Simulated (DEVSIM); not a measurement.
System: W/SiO2/p-Si capacitor, at 250 K.

| layer (left to right) | material | thickness (nm) | Na (cm⁻³) |
|---|---|---|---|
| 1 | SiO2 | 4.70 | - |
| 2 | Si | 6500 | 7.8e15 |

Metal gate on the left, work function 4.6 eV. Fixed charge at the semiconductor interface -3.9e11 cm⁻² (in units of +e); no interface traps.

This is a model device: material constants are rounded textbook-type values typed into the input, and sizes, dopings and lifetimes were drawn at random. Values at 300 K; Nc and Nv go as T^1.5, mobilities as T to minus their exponent, the gap by Varshni's rule with the affinity fixed.

```
parameter         SiO2        Si
----------------  ----  --------
gap (eV)             9     1.124
affinity (eV)      0.9      4.05
permittivity       3.9      11.7
Nc (cm⁻³)            -   2.86e19
Nv (cm⁻³)            -    3.1e19
Varshni α (eV/K)     -  0.000473
Varshni β (K)        -       636
```

DEVSIM, 1D Poisson equation in equilibrium, Boltzmann statistics, complete ionisation; no quantum confinement or tunnelling. Metal contacts follow the ideal Schottky-Mott rule: no Fermi-level pinning, no interface dipoles.

Base results: flat-band voltage (V) -0.33; threshold voltage (band bending 2φF) (V) 0.52; minimum of the low-frequency capacitance (μF/cm²) 0.0303; capacitance of the dielectric stack (μF/cm²) 0.735.

Question: What follows from this one change: SiO2 thickness 0.0047 → 0.0026 μm?

Answer: flat-band voltage -0.33 → -0.37 V; threshold voltage (band bending 2φF) 0.52 → 0.46 V; minimum of the low-frequency capacitance 0.0303 → 0.0314 μF/cm²; capacitance of the dielectric stack 0.735 → 1.33 μF/cm².

Question: What follows from this one change: substrate doping 7.8e+15 → 3.9e+14 cm^-3?

Answer: flat-band voltage -0.33 → -0.26 V; threshold voltage (band bending 2φF) 0.52 → 0.41 V; minimum of the low-frequency capacitance 0.0303 → 0.00776 μF/cm²; capacitance of the dielectric stack little changed (0.735 μF/cm²).

Question: What follows from this one change: gate work function 4.6 → 4.9 eV?

Answer: flat-band voltage -0.33 → -0.03 V; threshold voltage (band bending 2φF) 0.52 → 0.82 V; minimum of the low-frequency capacitance little changed (0.0303 μF/cm²); capacitance of the dielectric stack little changed (0.735 μF/cm²).

Question: What follows from this one change: fixed charge -3.9e+11 → 1.26e+12 cm^-2?

Answer: flat-band voltage -0.33 → -0.69 V; threshold voltage (band bending 2φF) 0.52 → 0.17 V; minimum of the low-frequency capacitance little changed (0.0306 μF/cm²); capacitance of the dielectric stack little changed (0.735 μF/cm²).
